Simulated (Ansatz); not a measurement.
Consider Ge$_{2}$Sb$_{2}$Te$_{5}$ (space group P-3m1, No. 164).

```yaml
crystal:
  lattice:
    - [4.22357, 0.00000, 0.00000]
    - [-2.11179, 3.65772, 0.00000]
    - [0.00000, 0.00000, 16.87175]
  atoms:
    - { symbol: Te, position: [0.00000, 0.00000, 0.00000] }
    - { symbol: Ge, position: [0.66667, 0.33333, 0.10036] }
    - { symbol: Ge, position: [0.33333, 0.66667, 0.89964] }
    - { symbol: Te, position: [0.33333, 0.66667, 0.19856] }
    - { symbol: Te, position: [0.66667, 0.33333, 0.80144] }
    - { symbol: Sb, position: [0.00000, 0.00000, 0.31709] }
    - { symbol: Sb, position: [0.00000, 0.00000, 0.68291] }
    - { symbol: Te, position: [0.66667, 0.33333, 0.41911] }
    - { symbol: Te, position: [0.33333, 0.66667, 0.58089] }
```

Cartesian axes are those of the cell as printed.

The values are results of Kohn–Sham DFT with the PBEsol functional, run in Ansatz (a program for electronic structure) with PAW and 420 eV plane waves, no SOC, earlier PAW set, not measurements.

Strains are applied to the cell and any free atomic positions relax; under biaxial strain the out-of-plane vector relaxes too.

One change was made to it. Results:

The shortest interatomic distance increases by 2.8 pm to 297.6 pm; the valence-band top at Γ (three highest levels, from the VBM) goes from 0.00, -0.85, -1.13 eV to 0.00, -0.77, -1.12 eV.

Q: Name the change that was made.
A. isotropic strain +0.62 %
B. biaxial strain +2.15 %, plane normal [001], relaxed out of plane
C. biaxial strain −0.89 %, plane normal [001], relaxed out of plane

A: B, biaxial strain +2.15 %, plane normal [001], relaxed out of plane. For comparison, the valence-band top at Γ in the other runs: biaxial strain −0.89 %, plane normal [001], relaxed out of plane gives 0.00, -0.88, -1.13 eV; isotropic strain +0.62 % gives 0.00, -0.79, -1.08 eV.

Spin-orbit coupling, missing from the scalar runs, can matter with Sb and Te. The levels and masses belong to the bands next to the band gap. Whether these cells are dynamically stable was not tested.
